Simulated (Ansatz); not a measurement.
The reference is Cs2SnI6 (space group Fm-3m, No. 225; a = 11.5502 Å). Axes: x, y, z lie along the cube axes.

Computed with PBEsol (Ansatz, a quantum-chemistry and plane-wave program, PAW, spin-orbit coupling left out).

Strains are applied to the cell and any free atomic positions relax; under biaxial strain the out-of-plane vector relaxes too.

One change was made to it. Results:

```tsv
quantity	base	after
energy relative to the base (free energy F)	0 meV/atom	+0.1 meV/atom
pressure	0.0 GPa	0.1 GPa
band gap	zero	zero
```

Problem. Name the change that was made.
A) isotropic strain +5.47 %
B) uniaxial strain ε_xx = +5.81 %
C) isotropic strain −1.95 %
D) isotropic strain −0.24 %
E) biaxial strain −3.47 %, plane normal [001], relaxed out of plane

Solution. D, isotropic strain −0.24 %. For comparison, the energy relative to the base in the other runs: uniaxial strain ε_xx = +5.81 % gives +5.9 meV/atom; biaxial strain −3.47 %, plane normal [001], relaxed out of plane gives +6.0 meV/atom; isotropic strain −1.95 % gives +6.0 meV/atom; isotropic strain +5.47 % gives +27 meV/atom.

Spin-orbit coupling, missing from the scalar runs, can matter with I. Whether these cells are dynamically stable was not tested. The final runs are not spin-polarised. The zero or small gap of Cs2SnI6 can change with the level of theory.
